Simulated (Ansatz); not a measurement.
For AuPb2 (I4/mcm, No. 140, 6 atoms in the cell; start mp-22795), LDA in Ansatz (PAW) gives:

| Property | Result |
|---|---|
| lattice parameter a | 7.238 Å |
| c axis length | 5.632 Å |
| bulk modulus | 76.0 GPa |
| cohesive energy | 4.03 eV/atom |

Question: What does r²SCAN (PAW; Ansatz, a quantum-chemistry and plane-wave program) give for the same quantities?

Answer: 
- lattice constant a: 7.388 Å (goes up by 2.1 %)
- lattice parameter c: 5.766 Å (increases by 2.4 %)
- bulk modulus: 63.0 GPa (drops by 17 %)
- cohesive energy: 3.10 eV/atom (falls by 0.93 eV/atom)

Changes are worked out from the printed values.

Unless a cell is named, each level is at its own relaxed cell (LDA 24.58, r²SCAN 26.22 Å³/atom).

Levels without +SOC leave out spin–orbit coupling, which shifts energies and cells of such heavy elements.

Caveats: the bulk modulus is −V dP/dV from two relaxed cells at ±2 % in volume (LDA, r²SCAN); the relaxation could not lower the start's symmetry, so the cell can be a saddle point above a distorted one (LDA, r²SCAN). Ansatz's density-functional and Hartree–Fock values are scalar-relativistic unless marked +SOC, with PAW data made under PBE.

A start named mp-… is a Materials Project structure, which need not be a measured phase.
